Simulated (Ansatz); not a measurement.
Consider CuI in the zinc blende structure (space group F-43m, No. 216; a = 5.939 Å). Axes: x, y, z lie along the cube axes.

Calculations: Kohn–Sham DFT with the PBEsol functional, run in Ansatz (a program for electronic structure) with PAW and 420 eV plane waves, no spin-orbit coupling, earlier PAW set.

A first run, uniaxial strain ε_zz = −0.96 %, gives secant values C11 ≈ 63 GPa and C12 ≈ 44 GPa from its stress. A second run applies isotropic strain +0.95 %.

Q: What does linear elasticity predict for the bulk modulus −ΔP/(ΔV/V₀) in the second run, and what does the run give?

A: Linear elasticity: (C11 + 2 C12)/3 = 50 GPa. The run gives 45 GPa; any difference comes from nonlinear terms at these strains and numerical noise.

Whether these cells are dynamically stable was not tested. The final runs are not spin-polarised.
